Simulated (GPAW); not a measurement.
Input and output of a self-consistent single point for GaFe (P-6m2, 2 atoms in the cell) (GPAW)

Method of the run: LDA (Perdew-Wang 92), GPAW PAW datasets LDA (gpaw-data 1.0.1) (plane waves; GPAW).

This input was run:

```python
from ase import Atoms
from ase.units import GPa
from gpaw import GPAW

atoms = Atoms(['Ga', 'Fe'],
              cell=[[2.732191, 0.000000, 0.000000],
                    [-1.366095, 2.366146, 0.000000],
                    [0.000000, 0.000000, 4.007401]],
              positions=[[0.000000, 0.000000, 2.003700],
                         [1.366097, 0.788715, 0.000000]],
              pbc=True)

atoms.set_initial_magnetic_moments([0.0, 4.0])

calc = GPAW(spinpol=True,
            mode={'name': 'pw', 'ecut': 800},
            xc='LDA',
            kpts=(11, 11, 7),
            occupations={'name': 'fermi-dirac', 'width': 0.1},
            nbands=-10,
            convergence={'density': 1e-05, 'energy': 1e-05},
            symmetry={'symmorphic': False, 'tolerance': 0.0005},
            maxiter=150,
            txt='-')

atoms.calc = calc

energy = atoms.get_potential_energy()
print('Energy (eV):', round(energy, 6))
forces = atoms.get_forces()
print('Forces (eV/Ang):')
print(forces.round(5))
stress = atoms.get_stress()
print('Stress (GPa, Voigt):', (stress / GPa).round(4))
```

Output (repeated stretches shortened):

```
Input parameters:
  convergence: {density: 1e-05,
                energy: 1e-05}
  kpts: [11 11  7]
  maxiter: 150
  mode: {ecut: 800,
         name: pw}
  nbands: -10
  occupations: {name: fermi-dirac,
                width: 0.1}
  spinpol: True
  symmetry: {symmorphic: False,
             tolerance: 0.0005}

species:
  Ga:
    name: Gallium
    Z: 31.0
    valence: 3
    core: 28
    charge: 0.0
    file: Ga.LDA.gz

    # Using partial waves for Ga as LCAO basis

  Fe:
    name: Iron
    Z: 26.0
    valence: 8
    core: 18
    charge: 0.0
    file: Fe.LDA.gz

    # Using partial waves for Fe as LCAO basis

Reference energy: -87365.995473  # eV

Spin-polarized calculation.
Initial magnetic moment: 4.000000

Convergence criteria:
 Maximum [total energy] change in last 3 cyles: 1e-05 eV / valence electron
 Maximum integral of absolute [dens]ity change: 1e-05 electrons / valence electron
 Maximum integral of absolute [eigenst]ate change: 4e-08 eV^2 / valence electron
 Maximum number of scf [iter]ations: 150

Symmetries present (total): 12
Symmetries with fractional translations: 0
847 k-points: 11 x 11 x 7 Monkhorst-Pack grid
64 k-points in the irreducible part of the Brillouin zone
       k-points in crystal coordinates                weights
   0:     0.00000000    0.00000000    0.00000000          1/847
   1:     0.00000000    0.00000000    0.14285714          2/847
   2:     0.00000000    0.00000000    0.28571429          2/847
   [... 7 lines left out ...]
          ...
  63:     0.45454545    0.45454545    0.42857143         12/847

Wave functions: Plane wave expansion
  Cutoff energy: 800.000 eV
  Number of coefficients (min, max): 1317, 1351
  Pulay-stress correction: 0.000000 eV/Ang^3 (de/decut=0.000000)

Occupation numbers: Fermi-Dirac:
  width: 0.1000  # eV

Eigensolver

Densities:
  Coarse grid: 18*18*27 grid
  Fine grid: 36*36*54 grid
  Total Charge: 0.000000

Density mixing:
  Method: difference
  Backend: pulay
  Linear mixing parameter: 0.05
  old densities: 5
  Damping of long wavelength oscillations: 50

Hamiltonian:
  XC and Coulomb potentials evaluated on a 36*36*54 grid
  External potential:
    NoExternalPotential

Number of atoms: 2
Number of atomic orbitals: 13
Number of bands in calculation: 17
Number of valence electrons: 11
Bands to converge: occupied

Density initialized from atomic densities
  13 bands from LCAO basis set
  4 bands from random numbers

Atomic positions and initial magnetic moments

Positions:
   0 Ga     0.000000    0.000000    2.003700    ( 0.0000,  0.0000,  0.0000)
   1 Fe     1.366097    0.788715    0.000000    ( 0.0000,  0.0000,  4.0000)

Unit cell:
           periodic     x           y           z      points  spacing
  1. axis:    yes    2.732191    0.000000    0.000000    18     0.1315
  2. axis:    yes   -1.366095    2.366146    0.000000    18     0.1315
  3. axis:    yes    0.000000    0.000000    4.007401    27     0.1484

  Lengths:   2.732191   2.732190   4.007401
  Angles:   90.000000  90.000000 119.999999

Effective grid spacing dv^(1/3) = 0.1436

     iter     time        total  log10-change:  magmom
                         energy   eigst   dens
iter:   1 --:--:--   -13.623181                   +4.0093
iter:   2 --:--:--   -13.963827   -1.10  -1.19    +2.8962
iter:   3 --:--:--   -14.031772   -1.37  -1.20    +1.9043
iter:   4 --:--:--   -14.118940   -2.14  -1.33    +1.9990
iter:   5 --:--:--   -13.892742   -1.54  -1.32    +2.0023
iter:   6 --:--:--   -13.917279   -2.90  -1.82    +1.9680
   [... 2 lines left out ...]
iter:   9 --:--:--   -13.887527   -4.41  -2.78    +1.8286
iter:  10 --:--:--   -13.887935   -5.14  -2.95    +1.8651
iter:  11 --:--:--   -13.887937   -5.81  -2.97    +1.8655
iter:  12 --:--:--   -13.887807   -4.91  -3.01    +1.8640
iter:  13 --:--:--   -13.887806   -6.36  -3.48    +1.8644
iter:  14 --:--:--   -13.887809c  -7.16  -3.67    +1.8655
iter:  15 --:--:--   -13.887814c  -6.30  -3.61    +1.8614
iter:  16 --:--:--   -13.887810c  -7.01  -3.98    +1.8606
iter:  17 --:--:--   -13.887796c  -7.50c -4.24    +1.8596
iter:  18 --:--:--   -13.887792c  -7.94c -4.34    +1.8593
iter:  19 --:--:--   -13.887788c  -8.42c -4.52    +1.8592
iter:  20 --:--:--   -13.887789c  -9.59c -4.51    +1.8593
iter:  21 --:--:--   -13.887789c  -8.31c -4.57    +1.8593
iter:  22 --:--:--   -13.887788c  -9.43c -4.77    +1.8592
iter:  23 --:--:--   -13.887785c  -8.91c -4.83    +1.8591
iter:  24 --:--:--   -13.887786c  -9.40c -4.95    +1.8591
iter:  25 --:--:--   -13.887785c -10.31c -5.03c   +1.8591

Converged after 25 iterations.

Dipole moment: (2.052829, -1.185199, -0.000002) |e|*Ang

Total magnetic moment: (0.000000, 0.000000, 1.859096)
Local magnetic moments:
   0 Ga ( 0.000000,  0.000000, -0.056681)
   1 Fe ( 0.000000,  0.000000,  1.919729)

Energy contributions relative to reference atoms: (reference = -87365.995473)

Kinetic:        +26.148044
Potential:      -21.197149
External:        +0.000000
XC:             -18.903019
Entropy (-ST):   -0.061290
Local:           +0.094984
SIC:             +0.000000
--------------------------
Free energy:    -13.918430
Extrapolated:   -13.887785

Spin contamination: 0.116011 electrons
Showing only first 2 kpts
                      Up                     Down
 Kpt  Band  Eigenvalues  Occupancy  Eigenvalues  Occupancy
  0     3      7.09496    1.00000      8.81743    0.87628
  0     4      7.09497    1.00000      8.81759    0.87611
  0     5      7.79337    0.99999      9.70026    0.00104
  0     6      7.79337    0.99999      9.70026    0.00104

  1     3      7.10325    1.00000      8.82872    0.86351
  1     4      7.10327    1.00000      8.82888    0.86332
  1     5      7.78328    1.00000      9.68615    0.00119
  1     6      7.78328    1.00000      9.68615    0.00119

Fermi level: 9.01320

No gap
No difference between direct/indirect transitions
Energy (eV): -13.887785

Forces in eV/Ang:
  0 Ga    0.00000    0.00000    0.00000
  1 Fe   -0.00000    0.00000    0.00000

Stress tensor:
     0.052581    -0.000000     0.000000
    -0.000000     0.052581     0.000000
     0.000000     0.000000     0.077881
Stress (GPa, Voigt): [ 8.4244  8.4244 12.4778  0.      0.     -0.    ]
```

The run converged in 25 iterations. GPAW prints stress with tension positive.

The starting cell comes from a database of computed structures (which also holds hypothetical and non-ambient phases and stackings), without a prior relaxation at this level. Its lattice was rescaled by a random factor within 2.5 % of one. With one magnetic atom in the cell only a parallel order is possible. With a pressure of about -10 GPa the cell is away from its equilibrium volume at this level.

Cost on one core of a shared machine: roughly 80 s.
